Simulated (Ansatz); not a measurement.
Arrangements of Ga(As,Sb) (zinc blende start, 64 atoms, As 0.500, Sb 0.500; order 0 is random, negative favours unlike neighbours; against end members of that type):

A. P1 cell, first-shell order -0.23
B. P1 cell, first-shell order 0.00
C. P1 cell, first-shell order -0.08

These are PBE (plane waves to 420 eV, PAW; Ansatz, a first-principles code) values and carry that method's errors. No spin–orbit coupling; with elements this heavy it can move edges by tenths of an eV.

Task: Order them by mixing enthalpy, lowest first.

Result: A (45 meV/site), C (47 meV/site), B (49 meV/site)
